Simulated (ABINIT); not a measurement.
Worked example: self-consistent single point of WC (P-6m2, 2 atoms in the cell) in ABINIT.

Computed with PBEsol, PAW (JTH v2.0 PBE PAW, files made for PBE) (plane waves; ABINIT).

```yaml
crystal:
  lattice:
    - [2.90755, 0.00000, 0.00000]
    - [-1.45377, 2.51801, 0.00000]
    - [0.00000, 0.00000, 2.83064]
  atoms:
    - { symbol: W, position: [0.00000, 0.00000, 0.00000] }
    - { symbol: C, position: [0.66667, 0.33333, 0.50000] }
```

Reference input (self-consistent single point, DFT, PBE, plane waves, PAW (JTH v2.0 PBE PAW)): pseudos = [W.GGA_PBE-JTH.xml, C.GGA_PBE-JTH.xml]; ecut = 21 Ha; pawecutdg = 42 Ha; pawxcdev = 0; occopt = 3; tsmear = 0.136 eV; ngkpt = 13 13 12; nshiftk = 1; shiftk = 0 0 0; potentials = JTH v2.0 PBE PAW; nband = 14; kptopt = 1. This run's input differs from it in these lines:

```diff
@@ -18,2 +18,3 @@
 pawxcdev 0
+ixc -116133
 occopt 3
```

The program printed (abridged):

```
--- !BeginCycle
solver: {iscf: 17, nstep: 60, nline: 4, wfoptalg: 10, }
tolerances: {toldfe: 1.00E-09, }
...

     iter   Etot(hartree)      deltaE(h)  residm     nres2
 ETOT  1  -71.993941554250    -7.199E+01 1.443E+01 1.107E+01
 ETOT  2  -74.893196565214    -2.899E+00 1.785E-01 1.542E+01
 ETOT  3  -74.850631175789     4.257E-02 7.239E-02 2.971E+00
 ETOT  4  -74.844882943053     5.748E-03 4.107E-02 8.859E-01
 ETOT  5  -74.841881363659     3.002E-03 7.653E-03 2.175E-02
   [... 3 lines left out ...]
 ETOT  9  -74.842137917823    -3.331E-07 3.949E-05 1.219E-05
 ETOT 10  -74.842137893673     2.415E-08 2.509E-05 8.330E-07
 ETOT 11  -74.842137893688    -1.566E-11 6.725E-06 1.193E-08
 ETOT 12  -74.842137894008    -3.197E-10 4.290E-06 3.478E-09
 At SCF step   12, etot is converged :
  for the second time, diff in etot=  3.197E-10 < toldfe=  1.000E-09

 Cartesian components of stress tensor (hartree/bohr^3)
  sigma(1 1)=  7.98704146E-05  sigma(3 2)=  0.00000000E+00
  sigma(2 2)=  7.98704184E-05  sigma(3 1)=  0.00000000E+00
  sigma(3 3)=  4.80327361E-05  sigma(2 1)=  7.46802089E-13

 ----iterations are completed or convergence reached----

 reduced coordinates (array xred) for    2 atoms
       0.000000000000      0.000000000000      0.000000000000
       0.666666666667      0.333333333333      0.500000000000
 cartesian forces (eV/Angstrom) at end:
    1     -0.00000000000000     0.00000000000000    -0.00000000000000
    2      0.00000000000000    -0.00000000000000    -0.00000000000000
 frms,max,avg= 2.3278881E-26 3.4918323E-26   0.000E+00  0.000E+00  0.000E+00 e/A
   [... lines left out ...]
 Fermi (or HOMO) energy (hartree) =   0.36260   Average Vxc (hartree)=  -0.50274
 Fermi (or HOMO) energy (eV) =   9.86671   Average Vxc (eV)= -13.68030
   [... lines left out ...]
'-kT*entropy'       : -6.92330876007680E-04
total_energy        : -7.48421230417071E+01
total_energy_eV     : -2.03655773898524E+03
...

-Cartesian components of stress tensor (GPa)         [Pressure= -2.0376E+00 GPa]
- sigma(1 1)=  2.34986833E+00  sigma(3 2)=  0.00000000E+00
- sigma(2 2)=  2.34986844E+00  sigma(3 1)=  0.00000000E+00
- sigma(3 3)=  1.41317165E+00  sigma(2 1)=  2.19716723E-08

 Calculation completed.
```

The run converged in 12 iterations. Against the reference run the pressure goes from 6.74 to -2.04 GPa.

The starting cell comes from a database of computed structures (which also holds hypothetical and non-ambient phases and stackings), without a prior relaxation at this level. Its lattice was rescaled by a random factor within 2.5 % of one. Spin polarisation is off. The potentials were made for another functional than the one used.

Cost on one core of a shared machine: roughly 2 min.
